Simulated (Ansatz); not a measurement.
A calculation on fluorite HfO2 (high-temperature phase) returned lattice constant a 5.075 Å, formation enthalpy -3.491 eV/atom.

Q: Which level of theory produced these numbers?
(A) PBE (Ansatz, an electronic-structure program)
(B) HSE06 (Ansatz)
(C) rVV10 (Ansatz)
(D) PBE-D4 (Ansatz)

A: D, PBE-D4 (Ansatz)

The others give: PBE 5.097 Å, -3.370 eV/atom; rVV10 5.120 Å, -3.607 eV/atom; HSE06 5.056 Å, -3.562 eV/atom.

Unless a cell is named, each level is at its own relaxed cell (HSE06 10.77, PBE 11.04, PBE-D4 10.89, rVV10 11.18 Å³/atom).

Caveats: exact exchange on metals is sensitive to the k mesh and can open a false gap (HSE06); symmetry holds this phase in the static calculation, where it need not be a minimum (PBE, rVV10, HSE06, PBE-D4). Ansatz's density-functional and Hartree–Fock values are scalar-relativistic unless marked +SOC, with PAW data made under PBE.
